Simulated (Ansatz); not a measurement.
Take PbZrO$_{3}$ in the cubic perovskite structure (space group Pm-3m, No. 221; a = 4.141 Å; a cell from a computed database, its experimental status unchecked) as the base.

Modification: an isotropic linear strain of −5.13 %, atoms relaxed at fixed cell.

Levels (all Ansatz, a quantum-chemistry and plane-wave program, PAW, earlier PAW set): PBEsol (420 eV, no SOC); PBEsol+SOC (420 eV, with spin-orbit coupling).

The geometry is relaxed with PBEsol.

PBEsol electron mass: 0.16 mₑ along k, 0.32 mₑ across (at X)
PBEsol pressure: 37.72 GPa
PBEsol lowest conduction level above the VBM at special points: X 2.35 eV; Γ 3.65 eV; M 4.43 eV; R 6.25 eV

With PBEsol+SOC at the same geometry, the electron mass changes from 0.16 mₑ along k, 0.32 mₑ across (at X) to 0.16 mₑ along k, 0.35 mₑ across (at X); the pressure decreases by 0.10 GPa, from 37.72 GPa to 37.62 GPa; the lowest conduction level above the VBM at special points goes from X 2.35 eV; Γ 3.65 eV; M 4.43 eV; R 6.25 eV to X 2.00 eV; Γ 3.60 eV; M 3.32 eV; R 4.82 eV.

Single points use the geometry relaxed with PBEsol. Differences between runs with and without spin-orbit coupling are approximate. Spin-orbit coupling, missing from the scalar runs, can matter with Pb. The levels and masses belong to the bands next to the band gap. Effective masses come from finite differences of ±0.01 Å⁻¹. Along k means along the line from Γ to the band edge. Stability against distortions was not tested. Many cubic perovskites are stable only at high temperature; tilts and polar distortions were not tested.
